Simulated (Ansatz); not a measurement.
How the band gap of LaPO4 (P6₂22, No. 180; structure not from a measured cell) moves with the method

No measured value is used here.

```
level (code)     value (eV)  cell (Å³/atom)
---------------  ----------  --------------
LDA (Ansatz)           5.14           15.64
PBEsol (Ansatz)        4.99           16.05
HSE06 (Ansatz)         7.13           16.05
```

Computed values are for a static lattice. Levels without +SOC have no spin–orbit coupling; where heavier elements are present it shifts gaps, mostly down, and can invert bands.  LDA, PBEsol, HSE06: the gap is read on the k mesh or supercell of the run alone and can be too large. LDA, PBEsol: the relaxation could not lower the start's symmetry, so the cell can be a saddle point above a distorted one. Values are at the level's own relaxed cell; HSE06 at the PBEsol cell. K meshes differ between the levels. Ansatz's density-functional and Hartree–Fock values are scalar-relativistic unless marked +SOC, with PAW data made under PBE.

Ansatz is a program for electronic structure.
